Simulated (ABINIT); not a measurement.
ABINIT run on Na (Im-3m, 1 atom in the cell): self-consistent single point.

Computed with PW91, norm-conserving pseudopotentials (PseudoDojo nc-sr-05 PBE standard, files made for PBE) (plane waves; ABINIT).

```
Na
1.0
   -2.12338     2.12338     2.12338
    2.12338    -2.12338     2.12338
    2.12338     2.12338    -2.12338
Na
1
Direct
  0.00000   0.00000   0.00000
```

Reference input (self-consistent single point, DFT, PBE, plane waves, norm-conserving pseudopotentials (PseudoDojo nc-sr-05 PBE standard)): pseudos = [Na.upf]; ecut = 88 Ry; ixc = 11; occopt = 7; tsmear = 0.272 eV; ngkpt = 7 7 7; nshiftk = 1; shiftk = 0 0 0; potentials = PseudoDojo nc-sr-05 PBE standard; nband = 10; kptopt = 1; nstep = 80. This run's input differs from it in these lines:

```diff
@@ -14,3 +14,3 @@
 ecut 88 Ry
-ixc 11
+ixc -109134
 occopt 7
```

Output (repeated stretches shortened):

```
--- !BeginCycle
solver: {iscf: 7, nstep: 80, nline: 4, wfoptalg: 0, }
tolerances: {tolvrs: 1.00E-10, }
...

     iter   Etot(hartree)      deltaE(h)  residm     vres2
 ETOT  1  -45.726537822068    -4.573E+01 1.035E-01 3.943E+00
 ETOT  2  -45.744039617009    -1.750E-02 1.871E-03 1.235E+00
 ETOT  3  -45.744248795840    -2.092E-04 1.872E-04 4.504E-02
 ETOT  4  -45.744256398157    -7.602E-06 2.088E-06 2.500E-03
 ETOT  5  -45.744256416023    -1.787E-08 1.580E-07 2.417E-04
 ETOT  6  -45.744256436923    -2.090E-08 2.366E-08 4.665E-06
 ETOT  7  -45.744256437078    -1.553E-10 2.133E-09 1.556E-07
 ETOT  8  -45.744256437093    -1.459E-11 2.779E-10 3.603E-10
 ETOT  9  -45.744256437091     1.542E-12 2.751E-11 6.767E-12
 At SCF step    9       vres2   =  6.77E-12 < tolvrs=  1.00E-10 =>converged.

 Cartesian components of stress tensor (hartree/bohr^3)
  sigma(1 1)=  4.56828314E-06  sigma(3 2)=  0.00000000E+00
  sigma(2 2)=  4.56828314E-06  sigma(3 1)=  0.00000000E+00
  sigma(3 3)=  4.56828314E-06  sigma(2 1)=  0.00000000E+00

 ----iterations are completed or convergence reached----

 reduced coordinates (array xred) for    1 atoms
       0.000000000000      0.000000000000      0.000000000000
 cartesian forces (eV/Angstrom) at end:
    1     -0.00000000000000    -0.00000000000000    -0.00000000000000
 frms,max,avg= 0.0000000E+00 0.0000000E+00   0.000E+00  0.000E+00  0.000E+00 e/A
 length scales=  6.950045179949  6.950045179949  6.950045179949 bohr
              =  3.677805507900  3.677805507900  3.677805507900 angstroms
   [... lines left out ...]
 Fermi (or HOMO) energy (hartree) =   0.02058   Average Vxc (hartree)=  -0.23432
   [... lines left out ...]
total_energy        : -4.57442564370910E+01
total_energy_eV     : -1.24476452129996E+03
band_energy         : -9.28730807658567E+00
...

-Cartesian components of stress tensor (GPa)         [Pressure= -1.3440E-01 GPa]
- sigma(1 1)=  1.34403508E-01  sigma(3 2)=  0.00000000E+00
- sigma(2 2)=  1.34403508E-01  sigma(3 1)=  0.00000000E+00
- sigma(3 3)=  1.34403508E-01  sigma(2 1)=  0.00000000E+00

 Calculation completed.
```

The run converged in 9 iterations. Against the reference run the pressure hardly changes (-0.23 to -0.13 GPa).

The starting cell comes from a database of computed structures (which also holds hypothetical and non-ambient phases and stackings), without a prior relaxation at this level. Its lattice was rescaled by a random factor within 2.5 % of one. The potentials were made for another functional than the one used.
